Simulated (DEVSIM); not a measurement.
GaAs n-i-p diode

Structure: GaAs n-i-p diode, at 250 K.

| layer (left to right) | material | thickness (μm) | Nd (cm⁻³) | Na (cm⁻³) | τn (s) | τp (s) |
|---|---|---|---|---|---|---|
| 1 | GaAs | 0.210 | 1.7e17 | - | 5.4e-8 | 5.4e-8 |
| 2 | GaAs | 1.30 | - | 4.4e13 | 5.4e-8 | 5.4e-8 |
| 3 | GaAs | 2.10 | - | 2.2e17 | 5.4e-8 | 5.4e-8 |

Left contact: ohmic. Right contact: ohmic. Voltage is applied to the left contact. Recombination: SRH at mid-gap, Auger. Mobility is constant in doping.

This is a model device: material constants are rounded textbook-type values typed into the input, and sizes, dopings and lifetimes were drawn at random. Values at 300 K; Nc and Nv go as T^1.5, mobilities as T to minus their exponent, the gap by Varshni's rule with the affinity fixed.

```csv
parameter,GaAs
gap (eV),1.424
affinity (eV),4.07
permittivity,12.9
Nc (cm⁻³),4.7e17
Nv (cm⁻³),9e18
μn (cm²/Vs),8500
μp (cm²/Vs),400
T exponent of μn,2.1
T exponent of μp,2.2
Cn (cm⁶/s),1e-30
Cp (cm⁶/s),1e-30
Varshni α (eV/K),0.000541
Varshni β (K),204
```

DEVSIM, 1D drift-diffusion, Boltzmann statistics, complete ionisation; no tunnelling, impact ionisation, image-force lowering or self-heating.

The potential step across the device at zero bias comes out as 1.356 V and the dark forward voltage at 1 A/cm² comes out as 1.117 V. The dark forward voltage at 100 A/cm² is 1.222 V.

Dark reverse current:

```
V (V)  J (A/cm²)
-----  ---------
0.10     7.5e-14
0.25     1.5e-13
0.50     2.4e-13
0.75     3.1e-13
1.00     3.6e-13
1.50     4.4e-13
2.00     4.9e-13
2.50     5.4e-13
3.25     5.8e-13
4.00     6.1e-13
5.00     6.5e-13
```

Small-signal capacitance in reverse bias (quasi-static):

```tsv
V (V)	C (nF/cm²)
0.1	9.06
0.25	9.00
0.5	8.93
0.75	8.87
1	8.83
1.5	8.76
2	8.71
2.5	8.68
3.25	8.63
4	8.60
5	8.56
```
